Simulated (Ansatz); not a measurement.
**Effect of tensor shear ε_yz = +0.93 % on Be**

The parent structure is Be in the hcp (Mg type) structure (space group P6_3/mmc, No. 194; a = 2.262 Å, c = 3.569 Å; relaxed with 0.1 eV smearing). Axes: x lies along a and z along c of the hexagonal cell.

Modification: a pure shear with ε_yz = ε_zy = 0.0093, atoms relaxed at fixed cell.

Method: r2SCAN (Ansatz, a first-principles code; PAW; 500 eV plane waves; no SOC). Settings: 29×29×16 k-points, 0.1 eV Fermi–Dirac smearing.

```csv
quantity,base,changed,shift
volume per atom,7.91 Å³,7.90 Å³,-0.001 Å³
space group,P6_3/mmc (No. 194),C2/m (No. 12),–
shortest interatomic distance,2.211 Å,2.192 Å,-0.0196 Å
energy relative to the base (free energy F),0 meV/atom,+1.5 meV/atom,+1.5 meV/atom
"pressure (mean of the normal stresses, compression positive)",0.0 GPa,0.0 GPa,0.0 GPa
band gap,zero,zero,–
"stress (xx, yy, zz, yz, xz, xy; compression positive)",–,"(0.0, 0.0, 0.1, -3.3, 0.0, 0.0) GPa",–
```

Final structure:

```xyz
2
Lattice="2.2617 0.0000 0.0000 -1.1308 1.9587 0.0182 0.0000 0.0332 3.5692" Properties=species:S:1:pos:R:3 pbc="T T T"
Be     0.0000     1.3307     2.6890
Be     1.1308     0.6612     0.8984
```

Cost of the whole job for the changed cell (relaxation, final SCF and bands): roughly 2.1 core-minutes.

The cells carry an imposed strain or load. Whether these cells are dynamically stable was not tested.
